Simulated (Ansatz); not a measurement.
Start from GaN in the zinc blende structure (space group F-43m, No. 216; a = 4.498 Å).

All numbers come from DFT with PBEsol, PAW potentials and a 420 eV plane-wave cutoff in Ansatz (a first-principles code), no spin-orbit coupling.

For the base:

The width of the top valence band comes out as 3.72 eV and the hole mass is 0.16, 0.86, 0.86 mₑ (at Γ).

Modification: every lattice vector is stretched by 2.50 %; the atoms relax in the strained cell.

Question: Predict the new width of the top valence band.

Answer: The width of the top valence band drops by 0.35 eV, from 3.72 eV to 3.37 eV.

Question: Predict the new hole mass.

Answer: The hole mass (degenerate bands, along [100]) becomes 0.12, 0.91, 0.91 mₑ (at Γ) (base: 0.16, 0.86, 0.86 mₑ (at Γ)).

The levels and masses belong to the bands next to the band gap. Effective masses come from finite differences of ±0.01 Å⁻¹. No phonon test of stability was made. This is not the structure that GaN has at room temperature and ambient pressure.
